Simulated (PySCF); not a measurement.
PySCF 2.14.0, WB97X/def2-svp, df: F[C]1C(F)=C(F)C1(F)F, charge +1, multiplicity 1, 9 atoms. The geometry is a generated start, not checked to be a minimum at this level.

```json
{
  "task": "energy",
  "method": "wb97x",
  "basis": "def2-svp",
  "two_electron_scheme": "density fitting",
  "mol.max_memory": "3000 MB",
  "mf.max_cycle": "100",
  "mf.conv_tol": "1e-09 (default)",
  "mf.grids.level": "3 (default)",
  "basis_functions": "126",
  "grid_points": "127784"
}
```

```xyz
9

F     -0.1281     2.2495     0.4277
C      0.0331     1.0208     0.1917
C      1.1367     0.2141    -0.1410
F      2.3848     0.4483    -0.2994
C      0.3496    -0.9476    -0.2396
F      0.5783    -2.1523    -0.5366
C     -0.9573    -0.1834     0.1320
F     -1.5194    -0.5231     1.2759
F     -1.8777    -0.1262    -0.8107
```

Charge 1 and multiplicity 1 are set for this test and not shown to be the ground state.

With the defaults (mf.diis = true, mf.diis_space = 8, mf.damp = 0, mf.diis_start_cycle = 1, mf.init_guess = minao, mf.level_shift = 0, mf.DIIS = CDIIS) it converges in 13 Fock builds. One run each on 2 threads, 1 BLAS thread, with these changes:
- mf.diis_space = 3
- mf.damp = 0.7, mf.diis_start_cycle = 8
- mf.diis_space = 12
- mf.damp = 0.3, mf.diis_start_cycle = 4
- mf.level_shift = 0.3 Hartree
- mf.diis = false
- mf.init_guess = 1e
- mf.DIIS = ADIIS
- mf.init_guess = huckel

### Question
Which of these changes keep the SCF from converging, or lead it to another solution?

### Answer
No convergence: mf.diis = false (the run ends without SCF convergence in 100 cycles). The rest reach the solution of the defaults.

```json
[
 {"setting": "the defaults", "Fock builds": "13", "end": "same solution"},
 {"setting": "mf.diis_space = 12", "Fock builds": "13", "end": "same solution"},
 {"setting": "mf.damp = 0.3, mf.diis_start_cycle = 4", "Fock builds": "14", "end": "same solution"},
 {"setting": "mf.diis_space = 3", "Fock builds": "15", "end": "same solution"},
 {"setting": "mf.level_shift = 0.3 Hartree", "Fock builds": "15", "end": "same solution"},
 {"setting": "mf.init_guess = huckel", "Fock builds": "15", "end": "same solution"},
 {"setting": "mf.DIIS = ADIIS", "Fock builds": "16", "end": "same solution"},
 {"setting": "mf.damp = 0.7, mf.diis_start_cycle = 8", "Fock builds": "17", "end": "same solution"},
 {"setting": "mf.init_guess = 1e", "Fock builds": "20", "end": "same solution"},
 {"setting": "mf.diis = false", "Fock builds": "101", "end": "no convergence"}
]
```
